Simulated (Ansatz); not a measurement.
Base system: BN in the zinc blende structure (space group F-43m, No. 216; a = 3.610 Å).

Method: r2SCAN/PAW in Ansatz (a program for electronic structure), without spin-orbit coupling.

For the base:

| Property | Value |
|---|---|
| Band gap | 5.00 eV |
| Electron mass | 0.87 mₑ along k, 0.29 mₑ across (at X) |

Now apply this change: an isotropic linear strain of +1.00 %, atoms relaxed at fixed cell.

Problem. Predict the new band gap, electron mass and energy relative to the base.

Solution. The band gap shrinks by 0.04 eV to 4.96 eV; the electron mass becomes 0.88 mₑ along k, 0.29 mₑ across (at X) (base: 0.87 mₑ along k, 0.29 mₑ across (at X)); the energy goes up by 6.3 meV/atom.

Effective masses come from finite differences of ±0.01 Å⁻¹. Along k means along the line from Γ to the band edge. Stability against distortions was not tested.
